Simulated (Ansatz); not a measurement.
System: hexagonal WC. Method: PBE in Ansatz (PAW).

Settings: plane-wave cutoff 500 eV, 18×18×14 k mesh (along the axes of the cell as run), Fermi–Dirac smearing 0.05 eV, no spin polarisation, scalar-relativistic PAW data made under PBE.

Computed at the level's own relaxed cell.

**Question.** Give the computed volume per atom, equilibrium lattice constant a and c axis length.

**Answer.** 
- volume per atom: 10.52 Å³/atom
- equilibrium lattice constant a: 2.922 Å
- c axis length: 2.847 Å

Measured, for comparison: lattice constant a 2.906 Å, lattice parameter c 2.837 Å (300 K, no zero-point or thermal correction; as tabulated in Wikipedia's data pages). Computed (rounded) less measured: lattice constant a +0.6 %, lattice parameter c +0.4 %.

Spin–orbit coupling is not included.

Static lattice: no zero-point or thermal effects.

It cost very roughly 70 core-seconds of CPU time.

Ansatz is a quantum-chemistry and plane-wave program.
